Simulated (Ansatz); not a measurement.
Take CsHS (space group I4/m, No. 87; a = 8.402 Å, c = 9.300 Å; a cell from a computed database, its experimental status unchecked) as the base.

(Cell as relaxed with PBE.)

Levels (all Ansatz, a first-principles code, PAW): PBE (420 eV, no SOC); r2SCAN (500 eV, no spin-orbit coupling).

Each level relaxes its own structure.

| quantity | PBE | r2SCAN |
|---|---|---|
| volume per atom | 27.35 Å³ | 26.28 Å³ |
| lattice parameter a | 8.402 Å | 8.291 Å |
| lattice parameter c | 9.300 Å | 9.177 Å |
| band gap | 3.44 eV | 3.90 eV |
| gap character | direct at Γ | direct at Γ |
| hole mass | 0.63 mₑ along c, 2.5 mₑ across | 0.59 mₑ along c, 2.4 mₑ across |

PBE's volume per atom lies 1.07 Å³ above r2SCAN's (4.1 %); PBE's lattice parameter a lies 0.111 Å above r2SCAN's (1.3 %); PBE's lattice parameter c lies 0.123 Å above r2SCAN's (1.3 %); PBE's band gap lies 0.452 eV below r2SCAN's; the two agree on the gap character. Neither level is exact; r2SCAN is the comparison here, not a measurement.

Masses are band curvatures over ±0.01 Å⁻¹ around the edge. Whether these cells are dynamically stable was not tested.
